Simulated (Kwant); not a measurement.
Device: GaAs/Al0.3Ga0.7As stack with 2 barriers. One parabolic valley. Leads of mass 0.067 mₑ with the band edge at 0; grid 0.1 nm; bias 0 V, dropping linearly over the stack.

```json
[
 {"layer": "1", "thickness (nm)": "2.8", "band offset (eV)": "0.24", "mass (mₑ)": "0.092"},
 {"layer": "2", "thickness (nm)": "6.9", "band offset (eV)": "0", "mass (mₑ)": "0.067"},
 {"layer": "3", "thickness (nm)": "2.8", "band offset (eV)": "0.24", "mass (mₑ)": "0.092"}
]
```

The device is made up for the run: typed textbook-type constants, with dimensions and the other settings drawn at random.

Computed with Kwant: one-band effective-mass tight-binding model in one dimension, coherent, no space charge.

Sweep values stay those of the base run.

The width of the first well was swept, all else fixed.

```json
[
 {"width of the first well (nm)": "4.1", "transmission at E = 0.3600 eV": "0.98", "mean transmission over the sweep": "0.20", "transmission at E = 0.08977 eV": "0.81", "transmission at E = 0.1799 eV": "0.028"},
 {"width of the first well (nm)": "5.5", "transmission at E = 0.3600 eV": "0.24", "mean transmission over the sweep": "0.21", "transmission at E = 0.08977 eV": "0.018", "transmission at E = 0.1799 eV": "0.033"},
 {"width of the first well (nm)": "6.9", "transmission at E = 0.3600 eV": "0.32", "mean transmission over the sweep": "0.15", "transmission at E = 0.08977 eV": "0.0059", "transmission at E = 0.1799 eV": "0.25"}
]
```

From the first row to the last the transmission at E = 0.3600 eV goes from 0.98 to 0.32. From the first row to the last the mean transmission over the sweep goes from 0.20 to 0.15.
